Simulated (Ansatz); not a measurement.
An Ansatz (a quantum-chemistry and plane-wave program) input (PBEsol/PAW in Ansatz, no SOC):

Ansatz 0.2 input:
```yaml
crystal:
  lattice:
    - [4.3550451552, 0, 0]
    - [0, 4.3550451552, 0]
    - [0, 0, 4.3550451552]
  atoms:
    - { symbol: Ba, position: [0.5, 0.5, 0.5] }
    - { symbol: Bi, position: [0, 0, 0] }
    - { symbol: O, position: [0, 0.5, 0] }
    - { symbol: O, position: [0.5, 0, 0] }
    - { symbol: O, position: [0, 0, 0.5] }
basis: { ecutwfc: 420, ecutrho_ratio: 4, xc_grid: 2, fft_grid_basis: typed }
kpoints: { mp_grid: { grid: [11, 11, 11] } }
hamiltonian:
  xc: pbesol
  dispersion: none
  pseudopotentials: { kind: paw }
scf: { occupations: { method: fermi_dirac, width: 0.05 }, convergence: { dr2_threshold: 0.0000000005 } }
output: { forces: true, stress: true }
```

### Question
Which symmetry and how many k-points will the program report, and about how many plane waves at Γ?

### Answer
Space group Pm-3m (ITA 221) with 48 operations, k-points 56 of 1331, and 1575 plane waves at Γ.

Whether these cells are dynamically stable was not tested. The final runs are not spin-polarised. An odd electron count without spin: BaBiO3. The cell is BaBiO$_{3}$ in the cubic perovskite structure (space group Pm-3m, No. 221; a cell from a computed database, its experimental status unchecked). Many cubic perovskites are stable only at high temperature; tilts and polar distortions were not tested.
